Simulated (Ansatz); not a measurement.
Results of r²SCAN in Ansatz (PAW) for BeH2 (Ibam, No. 72).

Run with plane-wave cutoff 500 eV, 12×12×12 k mesh, Fermi–Dirac smearing 0.05 eV, scalar-relativistic PAW data made under PBE.

Computed at the level's own relaxed cell.

Task: Estimate the volume per atom and band gap that the calculation returns.

Result: 
* **volume per atom**: 7.79 Å³/atom
* **band gap**: 6.00 eV (on the SCF k mesh)

Note: the relaxation could not lower the start's symmetry, so the cell can be a saddle point above a distorted one.

The computed numbers hold no vibrational or temperature effects.

Ansatz is a quantum-chemistry and plane-wave program.
